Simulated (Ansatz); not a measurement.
Bond-angle distributions (per cent of the angles at each element, bins of 10°) of a relaxed model of amorphous Si₂₄O₅₁Sb₂ at 2.45 g/cm³. Computed with PBE, scalar-relativistic without spin-orbit coupling (plane waves to 420 eV, PAW; Ansatz, a program for electronic structure).

It comes from a melt-quench run on a machine-learned potential (CHGNet), relaxed afterwards by DFT. O atoms were pushed apart under 1.9 Å during the dynamics, to hinder bonds among them. The hot cell started wider than the set density and was brought back towards it in steps. It is the lowest in DFT energy of 2 quenches. It is a model cell: composition and starting density were chosen by hand, and all elements were melted together. No dispersion term was used. Its density started from a set value of 2.45 and ended at 2.45 g/cm³. The simulated quench (nominally 400 K/ps over its main leg) is rapid and tends to freeze in more defects than a deposited or slowly cooled glass has. A cell of this size samples the disorder only roughly. The volume was held where the preparation left it and the shape relaxed, at a PBE pressure of 1.9 GPa. Stress components on the final sampling reach 2.0 GPa.

Cut-offs for bonds: Si-Si 2.60 Å, Si-O 1.98 Å, Si-Sb 2.92 Å, O-O 1.58 Å, O-Sb 2.46 Å, Sb-Sb 3.25 Å. Two cations that share two anions don't count as bonded, nor two that share one unless they lie closer than Si-Si 2.38 Å, Si-Sb 2.68 Å, Sb-Sb 2.97 Å.

```json
[
 {"angle (°)": "50-60", "at Si": "0", "at O": "0"},
 {"angle (°)": "60-70", "at Si": "0", "at O": "0"},
 {"angle (°)": "70-80", "at Si": "0", "at O": "0"},
 {"angle (°)": "80-90", "at Si": "3", "at O": "4"},
 {"angle (°)": "90-100", "at Si": "4", "at O": "0"},
 {"angle (°)": "100-110", "at Si": "49", "at O": "0"},
 {"angle (°)": "110-120", "at Si": "42", "at O": "13"},
 {"angle (°)": "120-130", "at Si": "1", "at O": "30"},
 {"angle (°)": "130-140", "at Si": "0", "at O": "28"},
 {"angle (°)": "140-150", "at Si": "1", "at O": "17"},
 {"angle (°)": "150-160", "at Si": "0", "at O": "4"},
 {"angle (°)": "160-170", "at Si": "1", "at O": "4"},
 {"angle (°)": "170-180", "at Si": "0", "at O": "0"}
]
```

They go with these counts of neighbours within the cut-offs, cation contacts included: Si mean 4.0, most often 4; O mean 2.0, most often 2.
